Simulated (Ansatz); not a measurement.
Consider PbS in the rock salt structure (space group Fm-3m, No. 225; a = 6.009 Å).

(Cell as relaxed with PBE.)

Levels (all Ansatz, a first-principles code, PAW, earlier PAW set): PBE (420 eV, no spin-orbit coupling); r2SCAN (500 eV, no SOC).

Each level relaxes its own structure.

```tsv
base	PBE	r2SCAN
volume per atom	27.12 Å³	26.66 Å³
lattice parameter a	6.009 Å	5.975 Å
band gap	0.50 eV	0.70 eV
```

One thing is altered: Re takes the place of Pb on all its sites, then cell and atoms are relaxed.

| quantity | PBE | r2SCAN |
|---|---|---|
| largest site moment | 0.74 μB | [?] |
| volume per atom | 15.07 Å³ | [?] |
| band gap | zero | [?] |

Question: Predict the r2SCAN column.

Answer: 
- largest site moment, r2SCAN: 1.47 μB
- volume per atom, r2SCAN: 15.33 Å³
- band gap, r2SCAN: zero

PBE's largest site moment lies 0.724 μB below r2SCAN's; PBE's volume per atom lies 0.26 Å³ below r2SCAN's (1.7 %); the two agree on the band gap. Neither level is exact; r2SCAN is the comparison here, not a measurement.

Other magnetic orders, which the real material may have, were not ruled out. Spin-orbit coupling, missing from the scalar runs, can matter with Pb. Stability against distortions was not tested. As relaxed here, ReS is a hypothetical phase, not in the database extracts checked.
